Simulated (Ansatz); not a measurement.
Given:

```
WSi2
1.0
   -1.61445     1.61445     3.99389
    1.61445    -1.61445     3.99389
    1.61445     1.61445    -3.99389
Si W
2 1
Cartesian
  0.00000   0.00000   5.31360
  0.00000   0.00000   2.67418
  0.00000   0.00000   0.00000
```

No spin polarisation.

Method: PBE, PAW, 420 eV (Ansatz, an electronic-structure program; spin-orbit coupling left out). Γ-centred 25×25×25 mesh, Fermi–Dirac width 0.1 eV.

Question: Estimate the band gap.

Answer: Zero.

Question: What stress (xx, yy, zz, yz, xz, xy; compression positive) does the calculation give?

Answer: (-1.4, -1.4, -7.3, 0.0, 0.0, 0.0) GPa.

The cells carry an imposed strain or load. No phonon test of stability was made. All final runs are without spin polarisation. The cell was made from WSi2 (space group I4/mmm, No. 139) by this change: uniaxial strain ε_zz = +1.50 %.
